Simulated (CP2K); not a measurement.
Band structure of RbPbF₃ (Pm-3m, 5 atoms in the cell).

```xyz
5
Lattice="4.8617 0.0000 0.0000 0.0000 4.8617 0.0000 0.0000 0.0000 4.8617" Properties=species:S:1:pos:R:3 pbc="T T T"
Rb     0.0000     0.0000     0.0000
Pb     2.4309     2.4309     2.4309
F      0.0000     2.4309     2.4309
F      2.4309     0.0000     2.4309
F      2.4309     2.4309     0.0000
```

Method of the run: PBEsol, GPW, DZVP-MOLOPT-SR-GTH basis, GTH-PBE potentials (GTH_POTENTIALS) (CP2K).

Settings: CUTOFF = 550 Ry; REL_CUTOFF = 40 Ry; KPOINTS/SCHEME = MACDONALD 4 4 4 0.125 0.125 0.125; XC_FUNCTIONAL = PBE:PBESOL; Rb/BASIS_SET = DZVP-MOLOPT-SR-GTH; Rb/POTENTIAL = GTH-PBE-q9; Pb/BASIS_SET = DZVP-MOLOPT-SR-GTH; Pb/POTENTIAL = GTH-PBE-q4; F/BASIS_SET = DZVP-MOLOPT-SR-GTH; F/POTENTIAL = GTH-PBE-q7; METHOD = GPW; EPS_DEFAULT = 1e-10; EXTRAPOLATION = USE_GUESS; NGRIDS = 5.

The starting cell comes from a database of computed structures (which also holds hypothetical and non-ambient phases and stackings), without a prior relaxation at this level. Spin-orbit coupling is off. Values carry the incompleteness of an atom-centred basis. The potentials were made for another functional than the one used.

### Question
Predict the gap along the standard path and the places of the band edges.

### Answer
The gap along the path is 2.91 eV, direct at R to within 0.01 eV. Another conduction valley lies within 0.1 eV, so the order of the valleys is not sure.

Levels in eV from the top of the valence band on the SCF mesh, bands 14 to 18:
```tsv
point	14	15	16	17	18
Γ	-3.35	-3.34	-3.34	-3.34	3.78
X	-3.43	-3.39	-3.39	-2.01	2.98
M	-3.48	-3.48	-3.11	-0.93	3.46
R	-3.10	-3.10	-3.10	0.00	2.91
```

Higher empty bands are left out: an atom-centred basis made for the valence describes them poorly.
